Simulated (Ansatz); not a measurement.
Take Na in the bcc (W type) structure (space group Im-3m, No. 229; a = 4.171 Å) as the base. Axes: x, y, z lie along the cube axes.

Method: PBEsol/PAW in Ansatz (an electronic-structure program), without spin-orbit coupling.

For the base:

- Shortest interatomic distance: 361.2 pm

Perturbation: strain tensor (xx, yy, zz, yz, xz, xy) = (+0.80, −0.23, +0.84, −0.67, −0.60, +1.36) %; the atoms relax in the strained cell.

**Question.** What does the calculation give for the shortest interatomic distance and energy relative to the base after the change?

**Answer.** The shortest interatomic distance shrinks by 1.7 pm to 359.5 pm; the energy rises by 0.9 meV/atom.

Without a gap, meshes like the base's 16×16×16 leave anisotropic stresses uncertain by several tenths of a GPa, and small strain energies with them. No phonon test of stability was made.
